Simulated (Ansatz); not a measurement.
An Ansatz (an electronic-structure program) run: Sr with a change (x(Mg) = 0.75, 4 atoms, Pm-3m); Kohn–Sham DFT with the r2SCAN functional, run in Ansatz with PAW and 500 eV plane waves, scalar-relativistic without spin-orbit coupling.

Input:

Ansatz 0.2 input:
```yaml
crystal:
  lattice:
    - [4.945035573, 0, 0]
    - [0, 4.945035573, 0]
    - [0, 0, 4.945035573]
  atoms:
    - { symbol: Mg, position: [0, 0, 0.5] }
    - { symbol: Mg, position: [0.5, 0, 0] }
    - { symbol: Mg, position: [0, 0.5, 0] }
    - { symbol: Sr, position: [0.5, 0.5, 0.5] }
basis: { ecutwfc: 500, ecutrho_ratio: 4, xc_grid: 4, fft_grid_basis: typed }
kpoints: { mp_grid: { grid: [10, 10, 10] } }
hamiltonian:
  xc: r2scan
  dispersion: none
  pseudopotentials: { kind: paw }
scf: { occupations: { method: fermi_dirac, width: 0.05 }, convergence: { dr2_threshold: 0.0000000004 } }
output: { forces: true, stress: true }
checkpoint: { write: state.ck, write_every: 1000 }
```

Output (explanatory and most iteration lines left out):

```
Pseudopotential: Mg, paw, valence charge 10
Pseudopotential: Sr, paw, valence charge 10
Crystal: 4 atoms, lattice volume = 120.923 Å³
Basis set: ecut = 500 eV, 3071 PW (Γ), exchange–correlation on 160×160×160 points (64 copies of the dense FFT grid, shifted against one another)
Bands: 24, of which v1, the nominal top of the filled ones, is band 20 counted from 1 (19 counted from 0)
Symmetry: 48 space group operations
Space group: Pm-3m (ITA 221), of the structure as read, at distance tolerance 4.9e-5 Å
k-points: 56 of 1000
Functional: x = r2scan, c = r2scan; τ floored in thin density (d = 2e-4 eV/Å³)
SCF iter   1: F=—  HF=-9334.076758 eV  |F-HF|=—  |Δ(HF+E_count)|=         —  Δρ=5.58e-3  dr2=1.68e-2  dr2_τ=6.24e-3  ethr=1.77e-3  ⟨swp⟩=7.4  Hψ=7047  notcnv=0
SCF iter   2: F=—  HF=-9334.122843 eV  |F-HF|=—  |Δ(HF+E_count)|=   4.61e-2  Δρ=2.60e-3  dr2=5.26e-3  dr2_τ=1.90e-4  ethr=4.21e-5  ⟨swp⟩=2.1  Hψ=3139  notcnv=0
SCF 1 converged in 10 iterations: F = -9334.124398 eV  dr2 = 8.88e-12
SCF converged after 10 iterations
Free energy (F): -9334.124398 eV
Internal energy: -9334.102218 eV  (E = F + TS)
E sigma→0 (E₀):  -9334.113308 eV
Entropy (-TS):   -0.022180 eV (-5.545 meV/atom)
Fermi energy:    5.267499 eV
--- Forces (eV/Å), atoms counted from 1 ---
  atom   1  Mg     0.00000000     0.00000000    -0.00000000
  atom   2  Mg     0.00000000    -0.00000000     0.00000000
  atom   3  Mg     0.00000000    -0.00000000     0.00000000
  atom   4  Sr     0.00000000    -0.00000000     0.00000000
--- Stress (GPa, compression-positive) ---
        0.015827      -0.000000       0.000000
       -0.000000       0.015827       0.000000
        0.000000       0.000000       0.015827
  P = ⅓ Tr σ = 0.0158 GPa (0.158 kbar)
```

Each cell is one ordered arrangement of few atoms, which overstates ordering effects compared with a random alloy. Stability against distortions was not tested. The cell was made from Sr by this change: x(Mg) = 0.75, 4 atoms, Pm-3m.
